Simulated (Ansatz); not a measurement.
Adsorption energy and surface dipole of Cl on the 1x1 (0001) surface of hcp Ti, one in a 2x2 cell, started at the site 'hollow Ti-Ti-Ti over Ti at depth 2.2 Å', worked from the runs' numbers; total energies count from the potentials' own zero.

Method: PBE (plane waves to 420 eV, PAW; Ansatz, an electronic-structure program).

Model: 17-atom slab, 6.8 Å thick at the start under the adsorbate (thin: gaps and levels are the slab's own), 6x6x1 mesh, Fermi-Dirac 0.1 eV, dipole correction, 8 atoms held, the rest relaxed; symmetry of the start imposed; no spin, no spin-orbit, no U, no dispersion correction. At the end it is bonded to 3 Ti. In PBE this state lies 0.09 eV over the lowest of the starts that converged ('hollow Ti-Ti-Ti').

| quantity | value |
|---|---|
| slab with the adsorbate | -41070.253 eV |
| clean slab, same cell and mesh | -39987.326 eV |
| reference, ½ Cl2(g) | -1079.444 eV |
| area of the cell | 29.91 Å² |
| change of the step from the bottom to the top vacuum level | -0.226 eV |

### Question
What is the adsorption energy against this reference?

### Answer
E(slab + adsorbate) − E(slab) − E(reference) = -3.48 eV, so in this state the adsorbate is more stable than in the reference, at a coverage of 3.34 a nm².

### Question
What dipole does adsorption add to the slab along the outward normal (Helmholtz relation, ε₀ = 0.005526 e/(V·Å))?

### Answer
p = −ε₀·A·ΔV = 0.037 e·Å = 0.18 D; its positive end points to the vacuum, which lowers the vacuum level.
